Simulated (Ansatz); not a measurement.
Pt: transverse stress against strain

Pt (fcc, Fm-3m, 15.311 Å³/atom and stress up to 0.01 GPa in the relaxed cell, cube axes along x, y and z) under a strain ε along a cube axis (axis z), the other axes held. r2SCAN in Ansatz, a plane-wave DFT program (PAW, default set), 500 eV, 29×29×29 Γ-centred mesh, Fermi-Dirac smearing 0.10 eV. Stress is positive for a compressed cell.

Here s stands for strain and y for stress xx.

```csv
strain (%),stress xx (GPa)
-3.00,?
-1.50,3.80
-1.00,2.48
-0.50,1.22
0.00,0.00
0.50,-1.17
1.00,-2.29
1.50,-3.37
```

Fit y of the 7 rows that show it with a straight line. Means: s 0, y 0.096. About the means, the sum of products is -16.720 and the sum of squares of s is 7.0000; the slope is their ratio. Least squares gives y = 0.096 - 2.3886·s. Residuals (row less fit): 0.121, -0.005, -0.070, -0.096, -0.072, 0.003, 0.117; standard error 0.098 (degrees of freedom: 5). The slope gives the elastic constant C12 = about 240 GPa.

Task: Estimate the missing y (s = -3.00); what did the run itself give?

Result: y = 0.096 - 2.3886 × (-3.0) = 7.262 GPa. The calculation gives 8.07 GPa, 0.808 GPa above the prediction (7.1 % of the range of y in the table). The row lies outside the fitted rows, so this is an extrapolation. From the scatter of the fitted rows alone, a prediction at this place has a standard error of 0.152 GPa, so the miss is 5.3 times that.

A polynomial of degree 2 through the 12 other runs of the series gives 8.03 there, so most of the miss is curvature that the fit leaves out. In a metal these values are sensitive to mesh and smearing; energies are taken to zero smearing, stresses follow the free energy. The runs aren't spin-polarised. Spin-orbit coupling is left out, which can shift these values for the heavy elements here. Rows are the converged runs of the series near zero and its far end; series whose fitted rows scatter by over a few per cent of the range, as at a crossing or softening among them, aren't shown in this form, nor equations of state whose B0' disagrees with the runs' pressures. Most that stay on the fit to the last digits aren't either.
